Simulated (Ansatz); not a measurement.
## BBi (model structure, started from the zincblende type, F-43m, No. 216, 2 atoms in the cell)

These are PBEsol in Ansatz (PAW) values and carry that method's errors.

Numerical settings: plane-wave cutoff 500 eV, 12×12×12 k mesh, Fermi–Dirac smearing 0.05 eV, scalar-relativistic PAW data made under PBE.

Cell (relaxed at this level):

```cif
data_BBi
_chemical_formula_sum 'Bi1 B1'
_space_group_name_H-M_alt 'P 1'
_space_group_IT_number 1
_cell_length_a 3.85801
_cell_length_b 3.85801
_cell_length_c 3.85801
_cell_angle_alpha 60.000
_cell_angle_beta 60.000
_cell_angle_gamma 60.000
loop_
_space_group_symop_operation_xyz
  'x, y, z'
loop_
_atom_site_label
_atom_site_type_symbol
_atom_site_fract_x
_atom_site_fract_y
_atom_site_fract_z
_atom_site_occupancy
Bi1 Bi 0.25000 0.25000 0.25000 1
B1 B 0.00000 0.00000 0.00000 1
```

band gap: 0.44 eV (on the SCF k mesh)

Note: the relaxation could raise the start's symmetry but not lower it, so the cell can be a saddle point.

Spin–orbit coupling is not included; with these elements it can move the gap by several tenths of an eV or more.

Computed values are for the static lattice.

Computing time: roughly 40 core-seconds.

A model structure was made by putting elements into a prototype or built by hand; it is no filed structure, need not be a known phase, and can be a saddle point held by its symmetry.

Ansatz is an electronic-structure program.
